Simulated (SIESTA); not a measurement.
# Worked example: self-consistent single point of Co3Si (P6_3/mmc, 8 atoms in the cell) in SIESTA

Method of the run: GGA PBEsol, numerical atomic orbitals DZP, PseudoDojo PBEsol standard norm-conserving potentials (rewritten from UPF to PSML) run with SIESTA 5.4.2.

Input:

```
# files in the folder: Co.psml Si.psml (PseudoDojo PBEsol standard)
SystemName  Co3Si
SystemLabel co3si

NumberOfAtoms                8
NumberOfSpecies              2
%block ChemicalSpeciesLabel
  1 27 Co
  2 14 Si
%endblock ChemicalSpeciesLabel
LatticeConstant              1.0 Ang
%block LatticeVectors
     5.064056000    0.000000000    0.000000000
    -2.532028000    4.385601000    0.000000000
     0.000000000    0.000000000    4.042711000
%endblock LatticeVectors
AtomicCoordinatesFormat      Fractional
%block AtomicCoordinatesAndAtomicSpecies
     0.167475000    0.334950000    0.750000000  1
     0.832525000    0.665050000    0.250000000  1
     0.832525000    0.167475000    0.250000000  1
     0.167475000    0.832525000    0.750000000  1
     0.665050000    0.832525000    0.750000000  1
     0.334950000    0.167475000    0.250000000  1
     0.666667000    0.333333000    0.750000000  2
     0.333333000    0.666667000    0.250000000  2
%endblock AtomicCoordinatesAndAtomicSpecies

XC.functional                GGA
XC.authors                   PBEsol
PAO.BasisSize                DZP
PAO.EnergyShift              0.005 Ry
MeshCutoff                   300 Ry
%block kgrid.MonkhorstPack
    5   0   0  0.0
    0   5   0  0.0
    0   0   6  0.0
%endblock kgrid.MonkhorstPack
OccupationFunction           MP
OccupationMPOrder            0
ElectronicTemperature        50.0 meV

MaxSCFIterations             150
SCF.Mixer.Method             Pulay
SCF.Mixer.Weight             0.1
SCF.Mixer.History            6
SCF.DM.Tolerance             1.0E-04
Diag.ParallelOverK           true
WriteForces                  true
Charge.Mulliken              end
```

Log, with long lists cut:

```
reinit: Reading from file input.fdf

reinit: System Name: Co3Si
reinit: System Label: co3si

coor:   Atomic-coordinates input format  =     Fractional

siesta: Atomic coordinates (Bohr) and species
siesta:      0.00000   2.77593   5.72971  1        1
siesta:      4.78484   5.51166   1.90990  1        2
siesta:      7.16566   1.38796   1.90990  1        3
siesta:     -2.38082   6.89962   5.72971  1        4
siesta:      2.38082   6.89962   5.72971  1        5
siesta:      2.40402   1.38796   1.90990  1        6
siesta:      4.78484   2.76253   5.72971  2        7
siesta:     -0.00000   5.52506   1.90990  2        8

siesta: System type = bulk

initatomlists: Number of atoms, orbitals, and projectors:      8   140   144

siesta: ******************** Simulation parameters ****************************
redata: Spin configuration                          = none
redata: Time-Reversal Symmetry                      = T
redata: Number of Atomic Species                    =        2
redata: Mesh Cutoff                                 =   300.0000 Ry
redata: Net charge of the system                    =     0.0000 |e|
redata: Min. number of SCF Iter                     =        0
redata: Max. number of SCF Iter                     =      150
redata: SCF convergence failure will abort job
redata: SCF mix quantity                            = Hamiltonian
redata: Mix DM or H after convergence               =   F
redata: Recompute H after scf cycle                 =   F
redata: Mix DM in first SCF step                    =   T
redata: No kicks to SCF
redata: DM Mixing Weight for Kicks                  =     0.5000
redata: Require Harris convergence for SCF          =   F
redata: Harris energy tolerance for SCF             =     0.000100 eV
redata: Require DM convergence for SCF              =   T
redata: DM tolerance for SCF                        =     0.000100
redata: Require EDM convergence for SCF             =   F
   [... lines left out ...]
diag: Used triangular part                          = Lower
diag: Absolute tolerance                            =  0.100E-15
diag: Orthogonalization factor                      =  0.100E-05
diag: Memory factor                                 =  1.0000

superc: Internal auxiliary supercell:     5 x     5 x     5  =     125
superc: Number of atoms, orbitals, and projectors:   1000  17500  18000

                        Single-point calculation

superc: Internal auxiliary supercell:     5 x     5 x     5  =     125
superc: Number of atoms, orbitals, and projectors:   1000  17500  18000

outcell: Unit cell vectors (Ang):
        5.064056    0.000000    0.000000
       -2.532028    4.385601    0.000000
        0.000000    0.000000    4.042711

outcell: Cell vector modules (Ang)   :    5.064056    5.064056    4.042711
outcell: Cell angles (23,13,12) (deg):     90.0000     90.0000    120.0000
outcell: Cell volume (Ang**3)        :     89.7843
new_DM -- step:     1
Initializing Density Matrix...

Attempting to read DM from file... Failed...
DM filled with atomic data:

InitMesh: MESH = 48 x 48 x 48 = 110592
InitMesh: Mesh cutoff (required, used) =   300.000   331.075 Ry

stepf: Methfessel-Paxton step function
       Using Hermite-Gauss polynomials of order  0
        iscf     Eharris(eV)        E_KS(eV)     FreeEng(eV)     dDmax    Ef(eV) dHmax(eV)
   scf:    1   -25083.596047   -25160.594282   -25160.609115  1.442741 -3.823200 12.307865
   scf:    2   -25185.642424   -25174.831179   -25174.841395  0.365205 -4.612360  6.857812
   scf:    3   -25181.956785   -25180.628390   -25180.643058  0.374280 -5.538571  0.977677
   scf:    4   -25180.993556   -25180.852865   -25180.867331  0.065515 -5.581698  0.296093
   scf:    5   -25180.871899   -25180.863652   -25180.878051  0.010995 -5.600271  0.148661
   scf:    6   -25180.873162   -25180.869264   -25180.883619  0.008916 -5.613615  0.078819
   scf:    7   -25180.878427   -25180.874940   -25180.889274  0.007736 -5.607228  0.025118
   scf:    8   -25180.874524   -25180.874876   -25180.889179  0.002423 -5.613594  0.041581
   scf:    9   -25180.875231   -25180.875170   -25180.889498  0.003720 -5.606650  0.001304
   scf:   10   -25180.875168   -25180.875169   -25180.889498  0.000051 -5.606706  0.000703
SCF Convergence by DM+H criterion
max |DM_out - DM_in|         :     0.0000511729
max |H_out - H_in|      (eV) :     0.0007030133
SCF cycle converged after 10 iterations

Using DM_out to compute the final energy and forces

siesta: E_KS(eV) =           -25180.8752

siesta: E_KS - E_eggbox =    -25180.8752

siesta: Atomic forces (eV/Ang):
     1    0.000178   -0.321714   -0.000000
     2   -0.000178    0.321714   -0.000000
     3    0.278242   -0.160643   -0.000000
     4   -0.278242    0.160644   -0.000000
     5    0.278701    0.160703   -0.000000
     6   -0.278701   -0.160703   -0.000000
     7    0.000070   -0.000042    0.000000
     8   -0.000071    0.000041    0.000000
   Tot    0.000000    0.000000    0.000000
   Max    0.321714
   Res    0.160786    sqrt( Sum f_i^2 / 3N )
   Max    0.321714    constrained

Stress tensor Voigt[x,y,z,yz,xz,xy] (kbar):      240.31      240.77      258.12       -0.00       -0.00        0.40
(Free)E + p*V (eV/cell)   -25194.6974
Target enthalpy (eV/cell)   -25180.8895

siesta: Program's energy decomposition (eV):
siesta: Ebs     =     -4000.647403
siesta: Eions   =     31011.291949
siesta: Ena     =      2243.532642
siesta: Ekin    =     11160.650923
siesta: Enl     =     -3079.331956
siesta: Eso     =         0.000000
siesta: Edftu   =         0.000000
siesta: DEna    =       129.675551
siesta: DUscf   =         2.500020
siesta: DUext   =         0.000000
siesta: Ex      =     -4383.179658
siesta: Ec      =      -243.430740
siesta: Exc     =     -4626.610399
siesta: Eharris =    -25180.875168
siesta: Etot    =    -25180.875169
siesta: FreeEng =    -25180.889498

siesta: Atomic forces (eV/Ang):
siesta:      1    0.000178   -0.321714   -0.000000
siesta:      2   -0.000178    0.321714   -0.000000
siesta:      3    0.278242   -0.160643   -0.000000
siesta:      4   -0.278242    0.160644   -0.000000
siesta:      5    0.278701    0.160703   -0.000000
siesta:      6   -0.278701   -0.160703   -0.000000
siesta:      7    0.000070   -0.000042    0.000000
siesta:      8   -0.000071    0.000041    0.000000
siesta: ----------------------------------------
   [... lines left out ...]
siesta: Cell volume =         89.784282 Ang**3
siesta:        -246.39871327       -263.08340810  kBar
   [... lines left out ...]

             -0.169  -0.154  -0.173
   4 16.686   1.909   0.032   0.056   2.000   2.002   2.001   0.345   0.352
              0.357   1.712   1.665   1.656   1.766   1.660  -0.159  -0.171

             -0.169  -0.154  -0.173
   5 16.686   1.909   0.032   0.056   2.000   2.002   2.001   0.345   0.352
              0.357   1.712   1.665   1.656   1.766   1.660  -0.159  -0.171

             -0.169  -0.154  -0.173
   6 16.686   1.909   0.032   0.056   2.000   2.002   2.001   0.345   0.352
              0.357   1.712   1.665   1.656   1.766   1.660  -0.159  -0.171

             -0.169  -0.154  -0.173

Species: Si
Atom  Qatom  Qorb
               3s      3s      3py     3pz     3px     3py     3pz     3px
               3Pdxy   3Pdyz   3Pdz2   3Pdxz   3Pdx2-y2
   7  4.942   0.477   0.439   1.070   1.099   1.070  -0.012  -0.017  -0.012
              0.175   0.151   0.175   0.151   0.175
   8  4.942   0.477   0.439   1.070   1.099   1.070  -0.012  -0.017  -0.012
              0.175   0.151   0.175   0.151   0.175

mulliken: Qtot =      110.000

Mulliken Atomic Populations:
Atom #   charge [q] valence [e]  Species
     1     0.314138   16.685862  Co
     2     0.314137   16.685863  Co
     3     0.314160   16.685840  Co
     4     0.314160   16.685840  Co
     5     0.314138   16.685862  Co
     6     0.314138   16.685862  Co
     7    -0.942435    4.942435  Si
     8    -0.942435    4.942435  Si
 Total    -0.000000
```

The run converged in 10 iterations.

The starting cell comes from a database of computed structures (which also holds hypothetical and non-ambient phases and stackings), without a prior relaxation at this level. Its lattice was rescaled by a random factor within 2.5 % of one. Spin polarisation is off. Values carry the incompleteness of an atom-centred basis. With a pressure of about -25 GPa the cell is away from its equilibrium volume at this level.

Cost on one core of a shared machine: roughly 90 s.
